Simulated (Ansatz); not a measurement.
Defect migration in wurtzite ZnO: interstitial O, charge state -2. The step: several atoms move together, O the farthest; the atom moves 1.86 Å along (-0.36, -0.62, -0.10) of the unit cell; the moving atom starts with neighbours 2 O at 2.48, O at 2.49; 2 Zn at 1.97, Zn at 1.98, Zn at 2.38, 2 Zn at 2.44 Å and ends with Zn at 1.88, 2 Zn at 1.96, Zn at 2.07 Å. DFT values are from Ansatz (plane-wave PAW, 420 eV unless said) in a cell of 72 host sites, spin-restricted, static, with no finite-size correction. The charge state is imposed; whether it is stable for some Fermi level was not computed. Sites that were not tried may lie lower. The start lies 0.22 eV above the lowest site run (PBE). For the PBE band: the saddle point's order was not checked.

```csv
Level,Forward barrier (eV),Cost of the band or of the saddle's single point
"CHGNet universal potential (has no charge state), its own band",0.21,-
"PBE, one k-point at (0.125, 0.250, 0.250), band relaxed",0.32,roughly 60 core-minutes
"PBE, a 2×2×2 k-point mesh shifted by half a step along c, same geometries",0.33,about 6 core-minutes (a rough figure)
"r2SCAN at 500 eV, one k-point at (0.125, 0.250, 0.250), same geometries",?,very roughly 3 core-minutes
```

### Question
What belongs in the gaps?

### Answer

- r2SCAN at 500 eV, one k-point at (0.125, 0.250, 0.250), same geometries, Forward barrier (eV): 0.31

Ansatz is a program for electronic structure.
